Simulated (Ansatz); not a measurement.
Data:

```xyz
1
Lattice="0.0290 2.0269 2.0269 2.0269 0.0290 2.0269 2.0559 2.0559 0.0000" Properties=species:S:1:pos:R:3 pbc="T T T"
Ag     0.0000     0.0000     0.0000
```

No spin polarisation.

The values are results of PBEsol in Ansatz (plane waves to 420 eV, PAW, no SOC), not measurements. Γ-centred 28×28×28 mesh, Fermi–Dirac width 0.1 eV.

**Question.** What is the computed stress (xx, yy, zz, yz, xz, xy; compression positive)?

**Answer.** (0.2, 0.2, 0.0, 0.0, 0.0, -1.6) GPa.

**Question.** Predict the space group.

**Answer.** Immm (No. 71).

The cells carry an imposed strain or load. No phonon test of stability was made. The cell was made from Ag in the fcc (Cu type) structure (space group Fm-3m, No. 225) by this change: tensor shear ε_xy = +1.43 %.

Ansatz is an electronic-structure program.
